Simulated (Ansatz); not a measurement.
Consider ZnS in the wurtzite structure (space group P6_3mc, No. 186; a = 3.807 Å, c = 6.246 Å).

Level of theory: DFT with r2SCAN, PAW potentials and a 500 eV plane-wave cutoff in Ansatz (a program for electronic structure), no SOC, earlier PAW set.

Base values:

| Quantity | Result |
|---|---|
| Pressure | 0.00 GPa |
| Band gap | 2.77 eV |

One thing is altered: every lattice vector is shortened by 0.85 %; the atoms relax in the strained cell.

Q: How does this affect the energy relative to the base?

A: The energy grows by 3.2 meV/atom.

Q: What happens to the pressure?

A: The pressure (mean of the normal stresses, compression positive) goes from zero to 2.10 GPa.

Q: Estimate the effect on the band gap.

A: The band gap rises by 0.12 eV (2.77 eV → 2.89 eV).

No phonon test of stability was made.
